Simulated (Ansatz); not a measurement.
# Ta under a change: V on a Ta site

The reference is a 12-atom supercell of Ta in the bcc (W type) structure (space group Im-3m, No. 229; a = 3.3196 Å) at its relaxed geometry.

The change: a neutral V on a Ta site, atoms relaxed at fixed cell, starting from a slightly rattled geometry.

The values are results of Ansatz (an electronic-structure program) PBE, no spin-orbit coupling, not measurements. k-mesh 7×7×5 (Γ-centred); smearing 0.05 eV (Fermi–Dirac).

```tsv
quantity	base	changed	shift
pressure	-0.1 GPa	-3.7 GPa	-3.6 GPa
mean distance from the defect site to its nearest host atoms	5.43 bohr	5.37 bohr	-0.06 bohr
```

Other magnetic orders, which the real material may have, were not ruled out. The cell is small, so the values are those of an ordered compound at a high defect concentration; dilute-limit values will differ. Starting moments died away, wholly or in part, for V on a Ta site; another magnetic solution may exist. Spin-polarised in the final run: V on a Ta site; the other runs are not. The defect cell is spin-polarised and ends with 0.0 μB.
